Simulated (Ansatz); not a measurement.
An Ansatz (a first-principles code) input (PBEsol (Ansatz; PAW; 420 eV plane waves; no SOC)):

Ansatz 0.2 input:
```yaml
crystal:
  lattice:
    - [4.0633444375, 0, 0]
    - [2.0316722188, 3.5189595072, 0]
    - [2.0316722188, -1.1729865024, 3.4234180877]
  atoms:
    - { symbol: Ca, position: [0, 0, 0] }
    - { symbol: Se, position: [0, 0.5, 0.5] }
basis: { ecutwfc: 420, ecutrho_ratio: 4, xc_grid: 2, fft_grid_basis: typed }
kpoints: { mp_grid: { grid: [10, 10, 10] } }
hamiltonian:
  xc: pbesol
  dispersion: none
  pseudopotentials: { kind: paw }
scf: { occupations: { method: fermi_dirac, width: 0.05 } }
relax: { f_tol: 0.005, max_steps: 50, cell: { stress_tol: 0.01, fix: [a, b, gamma] } }
output: { forces: true, stress: true }
checkpoint: { write: state.ck, write_every: 1000 }
```

**Question.** Which symmetry and how many k-points will the program report, and about how many plane waves at Γ?

**Answer.** Space group R-3m (ITA 166) with 12 operations, k-points 116 of 1000, and 947 plane waves at Γ.

**Question.** And the final pressure?

**Answer.** 1.43 GPa (compression positive).

The cells carry an imposed strain or load. Whether these cells are dynamically stable was not tested. The cell was made from CaSe in the rock salt structure (space group Fm-3m, No. 225) by this change: biaxial strain −2.08 %, plane normal [111], relaxed out of plane.
